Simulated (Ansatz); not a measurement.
Given:

```yaml
crystal:
  lattice:
    - [0.00000, 3.08167, 3.08167]
    - [3.08167, 0.00000, 3.08167]
    - [3.08167, 3.08167, 0.00000]
  atoms:
    - { symbol: Sn, position: [0.00000, 0.00000, 0.00000] }
    - { symbol: Te, position: [0.50000, 0.50000, 0.50000] }
```

No spin polarisation.

Computed with Ansatz (a first-principles code), PBEsol, PAW, cutoff 420 eV, no SOC. k-mesh 13×13×13 (Γ-centred); smearing 0.05 eV (Fermi–Dirac).

Question: Predict the pressure and space group.

Answer: Pressure: 3.26 GPa
Space group: Fm-3m (No. 225)

The cells carry an imposed strain or load. Whether these cells are dynamically stable was not tested. The cell was made from SnTe in the rock salt structure (space group Fm-3m, No. 225) by this change: isotropic strain −2.00 %.
